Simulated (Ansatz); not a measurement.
Consider CdSe in the zinc blende structure (space group F-43m, No. 216; a = 6.1333 Å).

The values are results of r2SCAN (Ansatz, a first-principles code), no spin-orbit coupling, not measurements.

One change was made to it. Results:

The band gap increases by 0.06 eV, from 1.04 eV to 1.10 eV; the lattice parameter a decreases by 0.055 Å to 6.078 Å; the gap character stays direct at Γ; the electron mass goes from 0.093 mₑ (at Γ) to 0.096 mₑ (at Γ).

**Question.** Which change produced these results?
A) pressure 1.5 GPa
B) pressure −1 GPa
C) pressure 7.5 GPa
D) pressure 0.7 GPa

**Answer.** A, pressure 1.5 GPa. For comparison, the electron mass in the other runs: pressure 0.7 GPa gives 0.094 mₑ (at Γ); pressure 7.5 GPa gives 0.10 mₑ (at Γ); pressure −1 GPa gives 0.091 mₑ (at Γ).

Load acts through the strain it causes; cell and atoms are relaxed under it. Effective masses come from finite differences of ±0.01 Å⁻¹. Stability against distortions was not tested. Tetrahedral semiconductors of this kind turn to denser phases somewhere between about 1 and 50 GPa; those were not computed, so compressed cells here can lie past the real transition.
